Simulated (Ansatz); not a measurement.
Na interstitial in bulk 2H MoS2

Level of theory: PBE-D3(BJ), PAW (plane waves to 420 eV; Ansatz, a first-principles code). Cell: 54 sites, 3×3×1 repeats of a cell of 6 atoms; final energies on a 3×3×2 Γ-centred mesh. Site at the start: void with 6S nearest. Energies of charged states are corrected for periodic images (point charge plus alignment at distant sites). Dielectric constants: PBE linear response of the host. Host gap at this level: 0.77 eV. These values are not converged in cell size to better than tenths of an eV. Levels are measured in PBE's own, too narrow, gap. Spin–orbit coupling is left out. Each state is the lowest found from its start.

The name describes the start; the neighbours show where the atoms ended.

Charges with a result: +1, 0. Others weren't obtained, and one of them could lie lower, also by skipping a charge.

| charge | moment (μB) | point group | largest move off a lattice site (Å) | neighbours of the last Na atom of the defect at the end (Å) | image correction with alignment (eV) |
|---|---|---|---|---|---|
| +1 | not spin-polarised | D3d | 0.17 | S 2.48, S 2.48, S 2.48, S 2.48, S 2.48, S 2.48 | 0.24 |
| 0† | quenched | – | 0.17 | S 2.48, S 2.48, S 2.48, S 2.48, S 2.48, S 2.48 | 0.00 |

† Not settled in this cell, so no level is given: charge 0: a level filled in part, carriers not clearly localised, level within 0.1 eV of a band edge or past it.

Point groups are those of the whole cell at tolerances of 0.03 and 0.1 Å ("near" where only the looser one holds); none is given for unsettled states.

Starting moments that weren't kept: charge 0 began with 1 μB and ended with 0.0.

Flagged in the runs: a doubtful potential alignment, a host whose relaxation on this sampling wasn't shown to rest, a strain field that reaches the edge of the cell.
